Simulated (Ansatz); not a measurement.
Consider SnO₂ in the rutile structure (space group P4_2/mnm, No. 136; a = 4.7224 Å, c = 3.1903 Å). Axes: x, y, z lie along a, b, c of the conventional cell.

Method: Kohn–Sham DFT with the LDA functional, run in Ansatz (a quantum-chemistry and plane-wave program) with PAW and 420 eV plane waves, spin-orbit coupling left out.

One thing is altered: uniaxial strain ε_zz = +3.00 %, all other strain components held at zero, atoms relaxed at fixed cell.

### Question
Predict the stress tensor and what it implies for the stiffness.

### Answer
Stress of the strained cell less that of the base (GPa, compression positive):
```
  -4.29    0.00    0.00
   0.00   -4.29    0.00
   0.00    0.00  -11.67
```

Then −Δσ_ii/ε with ε = 0.0300 gives secant stiffness values (nonlinear terms included at this strain): C33 ≈ 389 GPa, C13 ≈ 143 GPa and C23 ≈ 143 GPa.

As a check, the harmonic strain energy −½ V₀ Δσ:ε is 13 meV/atom; the computed energy rise is 13 meV/atom.

Whether these cells are dynamically stable was not tested.
